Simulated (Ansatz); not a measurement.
**As (model structure, from the lonsdaleite type, P6₃/mmc, No. 194): properties by level of theory**

```json
[
 {"level (code)": "PBE (Ansatz)", "lattice parameter a (Å)": "4.615", "lattice parameter c (Å)": "5.843", "cohesive energy (eV/atom)": "2.81"},
 {"level (code)": "PBE-D3(BJ) (Ansatz)", "lattice parameter a (Å)": "4.552", "lattice parameter c (Å)": "?", "cohesive energy (eV/atom)": "?"},
 {"level (code)": "r²SCAN (Ansatz)", "lattice parameter a (Å)": "?", "lattice parameter c (Å)": "?", "cohesive energy (eV/atom)": "2.64"},
 {"level (code)": "r²SCAN+rVV10 (Ansatz)", "lattice parameter a (Å)": "4.564", "lattice parameter c (Å)": "5.704", "cohesive energy (eV/atom)": "?"}
]
```

**Question.** Some entries are withheld; supply them.

**Answer.** 
- PBE-D3(BJ) (Ansatz, an electronic-structure program), lattice parameter c (Å): 5.691
- PBE-D3(BJ) (Ansatz), cohesive energy (eV/atom): 3.14
- r²SCAN (Ansatz), lattice parameter a (Å): 4.584
- r²SCAN (Ansatz), lattice parameter c (Å): 5.752
- r²SCAN+rVV10 (Ansatz), cohesive energy (eV/atom): 2.83

Ansatz's density-functional and Hartree–Fock values are scalar-relativistic unless marked +SOC, with PAW data made under PBE.

A model structure was made by putting elements into a prototype or built by hand; it is no filed structure, need not be a known phase, and can be a saddle point held by its symmetry.
